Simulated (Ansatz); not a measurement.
Base system: WS₂ (space group P6_3/mmc, No. 194; a = 3.1147 Å, c = 11.7724 Å; layered, stacked along the Cartesian z axis). Axes: x lies along a and z along c of the hexagonal cell.

Calculations: PBEsol-D3(BJ)/PAW in Ansatz (a quantum-chemistry and plane-wave program), no spin-orbit coupling.

One thing is altered: the cell is stretched by 1.20 % along z with no lateral relaxation; the atoms relax in the strained cell.

Question: Predict the stress tensor and what it implies for the stiffness.

Answer: Stress of the strained cell less that of the base (GPa, compression positive):
```
  -0.17    0.00    0.00
   0.00   -0.17    0.00
   0.00    0.00   -1.07
```

Then −Δσ_ii/ε with ε = 0.0120 gives relaxed-ion elastic constants: C33 ≈ 89 GPa.

Stability against distortions was not tested.
